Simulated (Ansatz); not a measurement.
# Step by step: surface energy of the Si(110) slab with 4 Cl, the mean of its two faces, with the listed reservoirs for the atoms in excess

Consider the surface energy of the Si(110) slab with 4 Cl, the mean of its two faces, with the listed reservoirs for the atoms in excess. Reaction: 16 Si (diamond) + 2 Cl2 (gas) → cell A.

A: a slab of Si (diamond, Fd-3m) cut along (110), 20 atoms, rectangular cell of 3.87 × 5.47 Å (21.2 Å²), symmetry Pmna within 0.02 Å, 17.2 Å thick under 16 Å of vacuum, in-plane vectors held at the crystal's; planes from bottom to top: Cl2 | Si2 × 8 | Cl2; added, foreign or displaced atoms, above the top plane and below the bottom plane: four times Cl bound to 1 Si at 2.06 Å; spin state with PBE: run without spin.

Method: Ansatz (a quantum-chemistry and plane-wave program), PAW, neutral cells at 0 K with nuclei at rest, on structures from PBE. Ansatz runs with its PAW set soft_1. Larger cells are relaxed from a start prepared with the learned potential CHGNet till forces fall under 0.03 eV/Å, which some starts already meet. A dispersion term (D3(BJ), or D4 for r2SCAN) was computed beside these levels and is taken off wherever the name lacks it. Space groups of crystals are read within 0.01 Å. Cell A has symmetry Pmna within 0.02 Å and got no random move, so less symmetric positions, which may lie lower, weren't tried.

Total energies of the cells in eV, at zero smearing width. They compare only within one column; the weights balance every element.

```json
[
 {"cell": "A: Si(110) slab with 4 Cl", "atoms": "20", "weight": "+1", "PBE": "-14495.69724"},
 {"cell": "Si (diamond)", "atoms": "2", "weight": "−8", "PBE": "-1271.62302"},
 {"cell": "Cl2 (gas)", "atoms": "2", "weight": "−2", "PBE": "-2158.88823"}
]
```

PBE: (-14495.69724) − 8 × (-1271.62302) − 2 × (-2158.88823) = -4.9366 eV; dividing by 2 × 21.155 Å² and converting at 16.022 J/m² per eV/Å² gives -1.87 J/m².
